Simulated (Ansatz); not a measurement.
# MgO under a change: biaxial strain −2.34 %, plane normal [110], relaxed out of plane

Base system: MgO in the rock salt structure (space group Fm-3m, No. 225; a = 4.214 Å). Axes: x, y, z lie along the cube axes.

One thing is altered: compressive biaxial strain of 2.34 % in the plane normal to [110], as in epitaxy on a mismatched substrate; the out-of-plane cell vector and the atoms relax.

The values are results of Ansatz (a program for electronic structure), PBEsol, PAW, cutoff 420 eV, no spin-orbit coupling, not measurements. k-mesh 13×13×13 (Γ-centred); smearing 0.05 eV (Fermi–Dirac).

The space group becomes Immm (No. 71) (base: Fm-3m (No. 225)) and the shortest interatomic distance decreases by 0.049 Å, from 2.107 Å to 2.058 Å. The energy increases by 13 meV/atom and the pressure (mean of the normal stresses, compression positive) goes from zero to 63.8 kbar. The band gap rises by 0.20 eV to 4.82 eV and the gap character is still direct at Γ. The valence-band top at Γ (three highest levels, from the VBM) changes from 0.00, 0.00, 0.00 eV to 0.00, -0.17, -0.25 eV and the out-of-plane strain amounts to +1.05 %. The ratio −ε⊥/ε∥ comes out as 0.45 and the mean in-plane stress (compression positive) is +9.6 GPa.

Final structure (turned so that z lies along the plane normal):

```yaml
crystal:
  lattice:
    - [2.91011, 0.00000, 0.00000]
    - [0.00000, 4.11551, 0.00000]
    - [1.45505, 2.05776, 1.50563]
  atoms:
    - { symbol: O, position: [0.00000, 0.00000, 0.00000] }
    - { symbol: Mg, position: [0.00000, 0.50000, 0.00000] }
```

Stability against distortions was not tested. Labels are those of the standard path for the cell's own space group.
